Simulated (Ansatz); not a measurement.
Results of r²SCAN (Ansatz, a program for electronic structure, PAW) for zinc-blende BeS.

The run printed, among other lines:

```
Crystal: 2 atoms, lattice volume = 30.004 Å³
Basis set: ecut = 560 eV, 893 PW (Γ), exchange–correlation on 81×81×81 points (27 copies of the dense FFT grid, shifted against one another)
Bands: 8, of which v1, the nominal top of the filled ones, is band 4 counted from 1 (3 counted from 0)
Symmetry: 24 space group operations
Space group: F-43m (ITA 216), of the structure as read, at distance tolerance 3.1e-5 Å
k-points: 72 of 1728 (time reversal used)
Functional: x = r2scan, c = r2scan; τ floored in thin density (d = 2e-4 eV/Å³)
SCF iter   1: F=—  HF=-1001.513559 eV  |F-HF|=—  |Δ(HF+E_count)|=         —  Δρ=4.73e-3  dr2=5.36e-3  dr2_τ=2.55e-2
SCF iter   2: F=—  HF=-1001.583076 eV  |F-HF|=—  |Δ(HF+E_count)|=   6.95e-2  Δρ=3.00e-3  dr2=2.14e-3  dr2_τ=3.01e-5
  ...
SCF iter   6: F=—  HF=-1001.583568 eV  |F-HF|=—  |Δ(HF+E_count)|=   3.33e-8  Δρ=3.47e-6  dr2=4.07e-9  dr2_τ=2.85e-10
SCF iter   7: F=-1001.583568 eV  HF=-1001.583568 eV  |F-HF|=2.40e-11  |Δ(HF+E_count)|=  1.88e-10  Δρ=2.39e-7  dr2=7.46e-12  dr2_τ=1.27e-12
SCF 1 converged in 7 iterations: F = -1001.583568 eV  dr2 = 7.46e-12
SCF converged after 7 iterations
Free energy (F): -1001.583568 eV
Internal energy: -1001.583568 eV  (E = F + TS)
E sigma→0 (E₀):  -1001.583568 eV
Fermi energy:    6.395360 eV
--- Stress (GPa, compression-positive) ---
       -3.550616       0.000000      -0.000000
       -0.000000      -3.550616       0.000000
       -0.000000       0.000000      -3.550616
  P = ⅓ Tr σ = -3.5506 GPa (-35.506 kbar)
```

Q: Write an input file that could have produced this run (the log leaves some choices open).

A: Several could match; the one computed here: 
Ansatz 0.2 input:
```yaml
crystal:
  lattice:
    - [0.0, 2.4663107501, 2.4663107501]
    - [2.4663107501, 0.0, 2.4663107501]
    - [2.4663107501, 2.4663107501, 0.0]
  atoms:
    - { symbol: Be, position: [0.0, 0.0, 0.0] }
    - { symbol: S, position: [0.25, 0.25, 0.25] }
basis:
  ecutwfc: 560
  ecutrho_ratio: 4
  xc_grid: 3
kpoints:
  mp_grid: { grid: [12, 12, 12] }
hamiltonian:
  xc: r2scan
  dispersion: none
  pseudopotentials: { kind: paw }
scf:
  occupations: { method: fermi_dirac, width: 0.01 }
  convergence: { dr2_threshold: 0.0000000002 }
output:
  forces: true
  stress: true
  eigenvalues: true
```

The cell is one volume of an energy–volume scan, off the minimum.

The PAW data were made under PBE.
